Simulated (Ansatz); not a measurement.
O interstitial started as a split pair with O in alpha quartz: one set of geometries, relaxed with PBE, evaluated in Ansatz (PAW, plane waves to 420 eV, 500 eV under r2SCAN) with PBE, r2SCAN.

Details: 72-site cell; 2×2×2 Γ-centred k-points; start: split with O; charged states image-corrected; corrections pass 1 eV, so highly charged states may be off by several tenths; flagged in the runs: a host whose relaxation on this sampling wasn't shown to rest, a strain field that reaches the edge of the cell.

```json
[
 {"quantity": "host gap (eV)", "PBE": "5.68", "r2SCAN": "6.32"},
 {"quantity": "ε(+1/0) above the VBM (eV)", "PBE": "0.10", "r2SCAN": "0.30"},
 {"quantity": "ε(0/−1) above the VBM (eV)", "PBE": "2.81", "r2SCAN": "3.13"},
 {"quantity": "ε(−1/−2) above the VBM (eV)", "PBE": "3.29", "r2SCAN": "3.70"},
 {"quantity": "largest moment on one atom at charge +1 (μB)", "PBE": "0.28", "r2SCAN": "0.31"},
 {"quantity": "neutral formation energy against O2 molecule in a box (eV)", "PBE": "2.06", "r2SCAN": "2.05"},
 {"quantity": "largest moment on one atom at charge 0 (μB)", "PBE": "0.00", "r2SCAN": "0.00"},
 {"quantity": "largest moment on one atom at charge −1 (μB)", "PBE": "0.42", "r2SCAN": "0.45"}
]
```

PBE narrows the gap by 0.64 eV against r2SCAN, the highest level run, and puts the levels 0.31 eV lower above the valence-band maximum on average.

Ansatz is a program for electronic structure.
